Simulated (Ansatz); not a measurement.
The starting structures come from a database of crystals and need not be the phases stable at ambient conditions.

By PBEsol, the system below comes out a metal.

A figure of merit of an interconnect metal is its ballistic conductance per area.

```
NbSi2
1.0
    6.58816     0.00000     0.00000
    0.00000     8.32399     0.00000
    0.00000     4.16200     2.40293
Nb Si
3 6
Direct
  0.33333   0.50000   0.00000
  0.66667   0.00000   0.50000
  0.00000   0.50000   0.50000
  0.66667   0.31616   0.52576
  0.00000   0.15808   0.52576
  0.33333   0.84192   0.00000
  0.66667   0.68384   0.47424
  0.00000   0.84192   0.47424
  0.33333   0.15808   0.00000
```

Space group of this cell: P6_422. The cell is taken as given; by PBEsol its mean pressure is -3.1 GPa.

The current flows along the normal of the first two printed cell vectors, the (110) plane of the conventional cell. No spin-orbit coupling; the value is a mean over 0.1 eV about the Fermi level.

Question: State the ballistic conductance per area according to PBEsol (Ansatz, a quantum-chemistry and plane-wave program).

Answer: 0.37 × 10¹⁵ S/m² for both spins.
